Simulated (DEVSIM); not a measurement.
System: Pd/Al2O3/SiO2/n-Si capacitor, at 300 K.

Layer 1 from the left is Al2O3, thickness (nm) 21.0. Layer 2 from the left is SiO2, thickness (nm) 1.40. Layer 3 from the left is Si, thickness (nm) 13000, Nd (cm⁻³) 1e14.

Metal gate on the left, work function 5.2 eV. Fixed charge at the semiconductor interface 0 cm⁻² (in units of +e); no interface traps.

Constants are typed, rounded textbook-type inputs, not results; the design itself was drawn at random and stands for no fabricated device. Values at 300 K.

Al2O3: gap (eV) 6.8, affinity (eV) 1.35, permittivity 9. SiO2: gap (eV) 9, affinity (eV) 0.9, permittivity 3.9. Si: gap (eV) 1.124, affinity (eV) 4.05, permittivity 11.7, Nc (cm⁻³) 2.86e19, Nv (cm⁻³) 3.1e19.

Problem. Estimate by hand the flat-band voltage, the threshold voltage, and compare with a numerical solution.

Solution. 
- Flat-band voltage: C = 0.329 μF/cm², work-function difference 0.825 V; VFB = φms − qNf/C = 0.83 V; numerical 0.83 V.
- Threshold voltage: φF = 0.236 V, depletion charge √(4εqNφF) = 3.96e-9 C/cm²; VT = VFB − 2φF − Qd/C = 0.34 V; numerical 0.34 V.

Simulated with DEVSIM: 1D Poisson equation in equilibrium, Boltzmann statistics, complete ionisation; no quantum confinement or tunnelling. Metal contacts follow the ideal Schottky-Mott rule: no Fermi-level pinning, no interface dipoles.
